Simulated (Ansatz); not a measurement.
**CoTe2 (P-3m1, No. 164, 3 atoms in the cell; start mp-1009641)**

Method: LDA in Ansatz (plane waves, PAW).

Run with plane-wave cutoff 520 eV, 18×18×10 k mesh (along the axes of the cell as run), Fermi–Dirac smearing 0.05 eV, no spin polarisation, scalar-relativistic PAW data made under PBE.

Cell (relaxed at this level):

```cif
data_CoTe2
_chemical_formula_sum 'Co1 Te2'
_space_group_name_H-M_alt 'P 1'
_space_group_IT_number 1
_cell_length_a 3.70228
_cell_length_b 3.70228
_cell_length_c 5.31870
_cell_angle_alpha 90.000
_cell_angle_beta 90.000
_cell_angle_gamma 120.000
loop_
_space_group_symop_operation_xyz
  'x, y, z'
loop_
_atom_site_label
_atom_site_type_symbol
_atom_site_fract_x
_atom_site_fract_y
_atom_site_fract_z
_atom_site_occupancy
Co1 Co 0.00000 0.00000 0.00000 1
Te1 Te 0.66667 0.33333 0.75684 1
Te2 Te 0.33333 0.66667 0.24316 1
```

```yaml
band_gap: none
bulk modulus B0: 61.7 GPa
```

Note: the relaxation could not lower the start's symmetry, so the cell can be a saddle point above a distorted one; the bulk modulus is −V dP/dV from two relaxed cells at ±2 % in volume.

Spin–orbit coupling is not included; it can open a gap where bands touch, and shift volumes and moduli.

Static lattice: no zero-point or thermal effects.

A start named mp-… is a Materials Project structure, which need not be a measured phase.

Ansatz is an electronic-structure program.
